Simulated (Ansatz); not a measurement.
```xyz
2
Lattice="12.5000 0.0000 0.0000 0.0000 11.0000 0.0000 0.0000 0.0000 4.6812" Properties=species:S:1:pos:R:3 pbc="T T T"
Au     5.7506     5.5000     0.0000
Au     6.7494     5.5000     2.3406
```

Level of theory: PBE (plane waves to 420 eV, PAW; Ansatz, a program for electronic structure). Mesh 1×1×68. No spin polarisation, so a magnetic state wasn't tested. Periodic along z alone, with about 11 Å of vacuum beside it. A model structure. Only distortions within the start's symmetry and period were free. Pairing along the axis, which can open a gap, is among the distortions not tried. Values not marked SOC lack spin–orbit coupling.

### Question
Say what this body is, and give its properties.

### Answer
Free zigzag chain of Au atoms. A hypothetical model.
* **PBE gap**: none (under 0.01 eV)
* **crossings of the Fermi level between Γ and the zone edge (49 points)**: 1, each for both spins (ideal conductance 1 × 2e²/h)
